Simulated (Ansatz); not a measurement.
Base system: a 16-atom supercell of ZrSi in the rock salt structure (space group Fm-3m, No. 225; a hypothetical phase, not in the database extracts checked) at its relaxed geometry.

```
CELL_PARAMETERS angstrom
      0.00000     5.34106     5.34106
      5.34106     0.00000     5.34106
      5.34106     5.34106     0.00000
ATOMIC_POSITIONS crystal
  Si 0.00000 0.00000 0.00000
  Si 0.00000 0.00000 0.50000
  Si 0.00000 0.50000 0.00000
  Si 0.00000 0.50000 0.50000
  Si 0.50000 0.00000 0.00000
  Si 0.50000 0.00000 0.50000
  Si 0.50000 0.50000 0.00000
  Si 0.50000 0.50000 0.50000
  Zr 0.25000 0.25000 0.25000
  Zr 0.25000 0.25000 0.75000
  Zr 0.25000 0.75000 0.25000
  Zr 0.25000 0.75000 0.75000
  Zr 0.75000 0.25000 0.25000
  Zr 0.75000 0.25000 0.75000
  Zr 0.75000 0.75000 0.25000
  Zr 0.75000 0.75000 0.75000
```

Calculations: PBEsol, PAW, 420 eV (Ansatz, a first-principles code; no SOC).

Base values:

| Item | Result |
|---|---|
| Pressure | 0.0 GPa |

Now apply this change: one H atom is added in an open site, starting 1.89 Å from the nearest host atom, atoms relaxed at fixed cell, starting from a slightly rattled geometry.

### Question
Predict the new pressure.

### Answer
The pressure goes from zero to 0.7 GPa.

### Question
Estimate the effect on the final site of the added atom.

### Answer
The final site of the added atom is 1 Si at 1.69 Å and 3 Zr at 2.16 Å.

### Question
How does this affect the largest displacement of a host atom from its site in the perfect cell?

### Answer
The largest displacement of a host atom from its site in the perfect cell comes out as 0.11 Å.

The cell is small, so the values are those of an ordered compound at a high defect concentration; dilute-limit values will differ. All final runs are without spin polarisation. The defect cell is not spin-polarised.
